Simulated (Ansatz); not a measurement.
Consider GaN (space group P-6m2, No. 187; a = 2.9393 Å, c = 2.6575 Å; a hypothetical phase, not in the database extracts checked; relaxed with 0.1 eV smearing). Axes: x lies along a and z along c of the hexagonal cell.

Structures relaxed with DFT with PBEsol, PAW potentials and a 420 eV plane-wave cutoff in Ansatz (a quantum-chemistry and plane-wave program), no spin-orbit coupling.

Base:

Simulated powder pattern, Cu Kα1, λ = 1.54056 Å (kinematic, ideal powder, no thermal factors, no anomalous dispersion; the 14 strongest lines at most, above 2 %, up to 2θ = 90°):

```
2θ (°)  I/Imax (%)    hkl
------  ----------  -----
33.70           28  (001)
35.23           96  (100)
49.55          100  (101)
63.22           26  (110)
70.86          5.9  (002)
73.59           18  (111)
74.49           10  (200)
81.68           16  (102)
84.29           19  (201)
```

Modification: a pure shear with ε_xy = ε_yx = -0.0150, atoms relaxed at fixed cell.

After the change:

Simulated powder pattern, Cu Kα1, λ = 1.54056 Å (kinematic, ideal powder, no thermal factors, no anomalous dispersion; the 14 strongest lines at most, above 2 %, up to 2θ = 90°):

```json
[
 {"2θ (°)": "33.70", "I/Imax (%)": "83", "hkl": "(001)"},
 {"2θ (°)": "34.77", "I/Imax (%)": "99", "hkl": "(1 -1 0)"},
 {"2θ (°)": "35.24", "I/Imax (%)": "94", "hkl": "(010)"},
 {"2θ (°)": "35.71", "I/Imax (%)": "90", "hkl": "(100)"},
 {"2θ (°)": "49.20", "I/Imax (%)": "100", "hkl": "(1 -1 1)"},
 {"2θ (°)": "49.56", "I/Imax (%)": "98", "hkl": "(011)"},
 {"2θ (°)": "49.91", "I/Imax (%)": "97", "hkl": "(101)"},
 {"2θ (°)": "62.32", "I/Imax (%)": "26", "hkl": "(1 -2 0)"},
 {"2θ (°)": "63.24", "I/Imax (%)": "25", "hkl": "(2 -1 0)"},
 {"2θ (°)": "64.16", "I/Imax (%)": "24", "hkl": "(110)"},
 {"2θ (°)": "72.75", "I/Imax (%)": "19", "hkl": "(1 -2 1)"},
 {"2θ (°)": "83.23", "I/Imax (%)": "20", "hkl": "(2 -2 1)"},
 {"2θ (°)": "84.32", "I/Imax (%)": "19", "hkl": "(021)"},
 {"2θ (°)": "85.42", "I/Imax (%)": "18", "hkl": "(201)"}
]
```

The indices refer to the base's conventional cell; one index is shown for lines that coincide. The space group is now Pm (No. 6).

The cells carry an imposed strain or load. Stability against distortions was not tested. All final runs are without spin polarisation.
